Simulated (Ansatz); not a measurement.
The parent structure is BeSe in the zinc blende structure (space group F-43m, No. 216; a = 5.178 Å).

The change: every lattice vector is shortened by 1.56 %; the atoms relax in the strained cell.

Calculations: PBE (Ansatz, a program for electronic structure), spin-orbit coupling left out.

Base, band edges from the VBM (valence, conduction): X -2.58, 2.67; W -3.20, 6.13; L -1.05, 4.27; Γ 0.00, 4.22; K -2.16, 3.78; U -2.16, 3.78 eV.

Give the band edges at the high-symmetry points of the new zone, measured from its valence-band maximum.


| point | valence edge (eV) | conduction edge (eV) |
|---|---|---|
| Γ | 0.00 | 4.57 |
| X | -2.75 | 2.57 |
| U | -2.30 | 3.73 |
| K | -2.30 | 3.73 |
| L | -1.12 | 4.44 |
| W | -3.42 | 6.18 |

The gap is 2.57 eV, indirect, Γ → X.

Stability against distortions was not tested.
